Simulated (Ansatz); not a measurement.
Input and output of a zone-centre phonon calculation for SrC₂ (C2/c, 6 atoms in the cell) (Ansatz, a quantum-chemistry and plane-wave program).

Computed with LDA (PW92), default PAW files made with PBE (plane waves; Ansatz).

```
CELL_PARAMETERS angstrom
      3.54678    -2.22691     0.00000
      3.54678     2.22691     0.00000
     -2.39740     0.00000     7.45146
ATOMIC_POSITIONS crystal
  Sr 0.17883 0.82117 0.75000
  Sr 0.82117 0.17883 0.25000
  C  0.42227 0.12839 0.55761
  C  0.57773 0.87161 0.44239
  C  0.87161 0.57773 0.94239
  C  0.12839 0.42227 0.05761
```

Reference input (self-consistent single point, DFT, LDA (PW92), plane waves, default PAW files made with PBE): basis.ecutwfc = 420 eV; kpoints.mp_grid.grid = 7 7 4; hamiltonian.xc = lda; hamiltonian.pseudopotentials = {kind: paw} (the program's default PAW files); scf.occupations.method = fermi_dirac; scf.occupations.width = 0.01 eV. This run's input differs from it in these lines:

Ansatz 0.2 input:
```diff
@@ -20,7 +20,7 @@
 scf:
-  occupations: { method: fermi_dirac, width: 0.01 }
-output:
-  forces: true
-  eigenvalues: true
-  stress: true
+  occupations: { method: fixed }
+phonons:
+  method: dfpt
+  dielectric: true
+  rigid_motions: translations
```

Output, abridged:

```
SCF iter   1: F=—  HF=-7859.809655 eV  |F-HF|=—  |Δ(HF+E_count)|=         —  Δρ=6.46e-3  dr2=5.04e-2  ethr=1.77e-3  ⟨swp⟩=5.3  Hψ=11112  notcnv=0  defer=315
all-band conjugate gradients solve this SCF's bands
preconditioner: auto → Resta (q_TF=auto, 2.239 Å⁻¹)
SCF iter   2: F=—  HF=-7859.795589 eV  |F-HF|=—  |Δ(HF+E_count)|=   1.41e-2  Δρ=2.93e-3  dr2=7.25e-3  ethr=1.40e-4  ⟨swp⟩=2.6  Hψ=4134  notcnv=0  defer=394
   [... lines left out ...]
SCF iter   5: F=—  HF=-7859.793499 eV  |F-HF|=—  |Δ(HF+E_count)|=   1.21e-6  Δρ=2.21e-5  dr2=6.72e-7  ethr=2.93e-8  ⟨swp⟩=2.6  Hψ=4095  notcnv=0  defer=362
SCF iter   6: F=—  HF=-7859.793499 eV  |F-HF|=—  |Δ(HF+E_count)|=   5.11e-7  Δρ=5.62e-6  dr2=4.05e-8  ethr=1.87e-9  ⟨swp⟩=2.1  Hψ=3739  notcnv=0  defer=218
SCF iter   7: F=—  HF=-7859.793499 eV  |F-HF|=—  |Δ(HF+E_count)|=   5.59e-9  Δρ=9.99e-7  dr2=1.08e-9  ethr=1.13e-10  ⟨swp⟩=2.4  Hψ=3694  notcnv=0  defer=218
SCF iter   8: F=-7859.793499 eV  HF=-7859.793499 eV  |F-HF|=1.64e-11  |Δ(HF+E_count)|=  6.44e-10  Δρ=2.14e-7  dr2=4.51e-11  ethr=1.00e-12  ⟨swp⟩=18.9  Hψ=22019  notcnv=0
SCF 1 converged in 8 iterations: F = -7859.793499 eV  dr2 = 4.51e-11
DFPT response loops at Γ: preconditioner auto → Resta (q_TF=auto, 2.239 Å⁻¹)  ε∞=5.2 (no band partly filled) …
Free energy (F): -7859.793499 eV
Internal energy: -7859.793499 eV  (E = F + TS)
E sigma→0 (E₀):  -7859.793499 eV
Fermi energy:    3.835104 eV
--- Phonons (Γ-DFPT): 6 representative perturbations + reference, on 99 of 196 k-points (Σ response iterations 18) ---
  k mesh reduced under 1 symmetry operation, with k and −k counted as one. Each operation leaves every solved perturbation unchanged …
   [... lines left out ...]
  k-mesh period / interband length: 29.3 Å / 1.42 Å = 20.70 at k = (0.0000, 0.4286, -0.5000), direct gap 3.077 eV — 14 or more, which is no proof of convergence
   [... lines left out ...]
         68.45      1             0.0000
         97.29      1             0.0000
        127.66      1             0.0000
   [... 12 lines left out ...]
  optical modes at Γ + LO–TO along q̂ = [0.0000, 0.0000, 1.0000]:
      ω (cm⁻¹)  modes    IR ((D/Å)²/amu)
         68.45      1             0.0000
         97.29      1             0.0000
        127.66      1             0.0000
   [... 12 lines left out ...]
```

The run converged in 8 iterations. 

Summary of the result:
- Free energy E − TS (on the zero of these files): -7859.7935 eV
- Top of the valence band (on the code's own zero): 3.84 eV
- Gap on the k-point mesh: 2.23 eV
- Zone-centre frequencies (cm⁻¹; negative means imaginary): 0, 0, 0, 68, 97, 128, 180, 183, 190, 220, 222, 222, 236, 269, 282, 285, 1851, 1853
- ε∞ at this k-point mesh, which may be far from converged in small-gap cells (xx, yy, zz): 3.39, 3.71, 3.69
- Born charges at this mesh (mean of the diagonal, e): Sr 2.34, Sr 2.34, C -1.17, C -1.17, C -1.17, C -1.17

The starting cell comes from a database of computed structures (which also holds hypothetical and non-ambient phases and stackings), without a prior relaxation at this level. Its lattice was rescaled by up to half a per cent. The frequencies listed for the zone centre hold no LO-TO term.

Cost on one core of a shared machine: roughly 6 min.
